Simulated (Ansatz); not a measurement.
PdSb (model structure, started from the CoSn type, P6/mmm, No. 191, 6 atoms in the cell)

All values below come from LDA (plane waves, PAW; Ansatz, a first-principles code).

Settings: plane-wave cutoff 520 eV, 12×12×12 k mesh, Fermi–Dirac smearing 0.05 eV, scalar-relativistic PAW data made under PBE.

Cell (relaxed at this level):

```yaml
crystal:
  lattice:
    - [5.69948, 0.00000, 0.00000]
    - [-2.84974, 4.93590, 0.00000]
    - [0.00000, 0.00000, 4.32406]
  atoms:
    - { symbol: Pd, position: [0.50000, 0.00000, 0.00000] }
    - { symbol: Pd, position: [0.50000, 0.50000, 0.00000] }
    - { symbol: Pd, position: [0.00000, 0.50000, 0.00000] }
    - { symbol: Sb, position: [0.00000, 0.00000, 0.00000] }
    - { symbol: Sb, position: [0.33333, 0.66667, 0.50000] }
    - { symbol: Sb, position: [0.66667, 0.33333, 0.50000] }
```

```
Quantity              Value
------------  -------------
band gap      zero (no gap)
bulk modulus        123 GPa
```

Note: the bulk modulus is −V dP/dV from two relaxed cells at ±2 % in volume; the relaxation could raise the start's symmetry but not lower it, so the cell can be a saddle point.

Spin–orbit coupling is not included; it can open a gap where bands touch, and shift volumes and moduli.

Computed values are for the static lattice.

A model structure was made by putting elements into a prototype or built by hand; it is no filed structure, need not be a known phase, and can be a saddle point held by its symmetry.
